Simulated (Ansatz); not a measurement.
# PBE against r2SCAN: VSi2, biaxial strain −1.95 %, plane normal [001], relaxed out of plane

The reference is VSi2 (space group P6_222, No. 180; a = 4.566 Å, c = 6.366 Å). Axes: x lies along a and z along c of the hexagonal cell.

(Cell as relaxed with PBE.)

Levels (all Ansatz, an electronic-structure program, PAW): PBE (420 eV, no SOC); r2SCAN (500 eV, spin-orbit coupling left out).

Each level relaxes its own structure.

| base | PBE | r2SCAN |
|---|---|---|
| volume per atom | 12.77 Å³ | 12.49 Å³ |
| lattice parameter a | 4.566 Å | 4.531 Å |
| band gap | zero | zero |
| largest site moment | 0.00 μB | 0.08 μB |

It is then changed as follows: compressive biaxial strain of 1.95 % in the plane normal to [001], as in epitaxy on a mismatched substrate; the out-of-plane cell vector and the atoms relax.

| quantity | PBE | r2SCAN |
|---|---|---|
| shortest interatomic distance | 2.485 Å | ___ |
| pressure (mean of the normal stresses, compression positive) | 5.7 GPa | ___ |

### Question
What does r2SCAN give?

### Answer

- shortest interatomic distance, r2SCAN: 2.467 Å
- pressure (mean of the normal stresses, compression positive), r2SCAN: 6.2 GPa

PBE's shortest interatomic distance lies 0.018 Å above r2SCAN's (0.7 %); PBE's pressure lies 0.5 GPa below r2SCAN's. Neither level is exact; r2SCAN is the comparison here, not a measurement.

Other magnetic orders, which the real material may have, were not ruled out. Without a gap, meshes like the base's 12×12×8 leave anisotropic stresses uncertain by several tenths of a GPa, and small strain energies with them. No phonon test of stability was made. Starting moments died away, wholly or in part, for the base; another magnetic solution may exist. Spin-polarised in the final run: r2SCAN biaxial strain −1.95 %, plane normal [001], relaxed out of plane and r2SCAN base; the other runs are not. An odd electron count without spin: VSi2.
